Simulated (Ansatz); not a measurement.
Consider TiB₂ (space group P6/mmm, No. 191).

```yaml
crystal:
  lattice:
    - [3.01728, 0.00000, 0.00000]
    - [-1.50864, 2.61304, 0.00000]
    - [0.00000, 0.00000, 3.18495]
  atoms:
    - { symbol: Ti, position: [0.00000, 0.00000, 0.00000] }
    - { symbol: B, position: [0.33333, 0.66667, 0.50000] }
    - { symbol: B, position: [0.66667, 0.33333, 0.50000] }
```

Cartesian axes are those of the cell as printed.

Method: PBEsol (Ansatz, an electronic-structure program), no spin-orbit coupling, earlier PAW set.

For the base:

| Property | Result |
|---|---|
| Volume per atom | 8.37 Å³ |
| Pressure | 0.0 GPa |
| Band gap | zero |

It is then changed as follows: compressive biaxial strain of 4.37 % in the plane normal to [001], as in epitaxy on a mismatched substrate; the out-of-plane cell vector and the atoms relax.

Problem. Estimate the effect on the volume per atom.

Solution. The volume per atom shrinks by 0.55 Å³, from 8.37 Å³ to 7.82 Å³.

Problem. What happens to the pressure?

Solution. The pressure (mean of the normal stresses, compression positive) goes from zero to 24.0 GPa.

Problem. Estimate the effect on the band gap.

Solution. The band gap is still zero.

The mesh was chosen for an insulator and is coarse for the gapless case. Without a gap, meshes like the base's 13×13×10 leave anisotropic stresses uncertain by several tenths of a GPa, and small strain energies with them. Whether these cells are dynamically stable was not tested. All final runs are without spin polarisation.
